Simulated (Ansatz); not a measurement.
Start from BP in the zinc blende structure (space group F-43m, No. 216; a = 4.537 Å).

One thing is altered: hydrostatic tension (pressure −1 GPa).

Levels (all Ansatz, an electronic-structure program, PAW): r2SCAN (500 eV, without spin-orbit coupling); HSE06 (420 eV, no spin-orbit coupling).

The geometry is relaxed with r2SCAN.

| Quantity | Result |
|---|---|
| r2SCAN lowest conduction level above the VBM at special points | X 1.51 eV; K 2.38 eV; U 2.38 eV; Γ 3.59 eV |

With HSE06 at the same geometry, the lowest conduction level above the VBM at special points changes from X 1.51 eV; K 2.38 eV; U 2.38 eV; Γ 3.59 eV to X 2.07 eV; K 2.94 eV; U 2.94 eV; Γ 4.33 eV.

Single points use the geometry relaxed with r2SCAN. Their cutoffs differ, which shifts pressures a little. The hybrid gap comes from the SCF mesh plus the semilocal run's edge points and a few special points and is an upper bound. The levels and masses belong to the bands next to the band gap. Load acts through the strain it causes; cell and atoms are relaxed under it. No phonon test of stability was made.
